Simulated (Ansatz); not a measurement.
Data:

End structure of the (100) surface of rock-salt TiC, Ta on all Ti sites of the second plane (bottom of the slab: a bare face, its two planes held):

```xyz
12
Lattice="3.0639 0.0000 0.0000 0.0000 3.0639 0.0000 0.0000 0.0000 27.0000" Properties=species:S:1:pos:R:3 pbc="T T T"
C      0.0000     0.0000     8.0237
Ti     1.5320     1.5320     8.0237
C      1.5320     1.5320    10.1902
Ti     0.0000     0.0000    10.1902
C      0.0000     0.0000    12.3430
Ti     1.5320     1.5320    12.3453
C      1.5320     1.5320    14.5162
Ti     0.0000     0.0000    14.4871
C      0.0000     0.0000    16.7472
Ta     1.5320     1.5320    16.6949
C      1.5320     1.5320    18.9681
Ti     0.0000     0.0000    18.8598
```

Slab: 12 atoms, 11.0 Å thick at the start with caps and adatoms (thin: gaps and levels are the slab's own); k 12x12x1, smearing 0.1 eV, dipole-corrected; single point; on the structure that PBE left under its start's symmetry; no spin, no spin-orbit, no U. In PBE it lies 0.18 eV a 1x1 cell over the lowest computed structure of the same composition (Ta on all Ti sites of the top plane).

Question: Estimate the work function of the top face that r2SCAN, at the PBE geometry (Ansatz, a program for electronic structure) returns for this input.

Answer: 3.98 eV
